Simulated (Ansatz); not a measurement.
Seebeck coefficient (μV/K, mean over directions) of p-type GaS (R-3m) against carrier density, PBEsol+D3BJ, rigid bands (Ansatz, a program for electronic structure). Computed gap 1.31 eV; densities at which minority carriers matter at this gap, or further valleys turn the trend, are left out. Conductivity mass 0.41 mₑ (harmonic mean over directions), N_v = 1.9e19 cm⁻³ at 300 K.

```json
[
 {"hole density": "1e16 cm⁻³", "300 K": "865", "500 K": "934"},
 {"hole density": "1e17 cm⁻³", "300 K": "667", "500 K": "736"},
 {"hole density": "1e18 cm⁻³", "300 K": "469", "500 K": "537"},
 {"hole density": "3e18 cm⁻³", "300 K": "375", "500 K": "443"},
 {"hole density": "1e19 cm⁻³", "300 K": "274", "500 K": "(withheld)"},
 {"hole density": "3e19 cm⁻³", "300 K": "188", "500 K": "250"},
 {"hole density": "1e20 cm⁻³", "300 K": "108", "500 K": "(withheld)"},
 {"hole density": "3e20 cm⁻³", "300 K": "57", "500 K": "92"},
 {"hole density": "1e21 cm⁻³", "300 K": "27", "500 K": "(withheld)"}
]
```

Q: What belongs in the gaps?

A: 
- 1e19 cm⁻³, 500 K: 341
- 1e20 cm⁻³, 500 K: 159
- 1e21 cm⁻³, 500 K: 45

Rigid bands with a gap fixed in temperature, one relaxation time for all states, no polarons or phonon drag, and whether or not such doping can be reached. Spin-orbit coupling is left out; where it splits the top of the valence band, N_v and the p-type Seebeck coefficient come out somewhat high without it. Geometry: cell and atoms relaxed with PBEsol+D3(BJ).

Computed structure with no diffraction record at hand here (it may be known, metastable or hypothetical): GaS (R-3m). PBEsol with a dispersion correction tends to overbind, so the cell can be several per cent short, in bad cases over ten, which usually narrows a gap: GaS (R-3m).
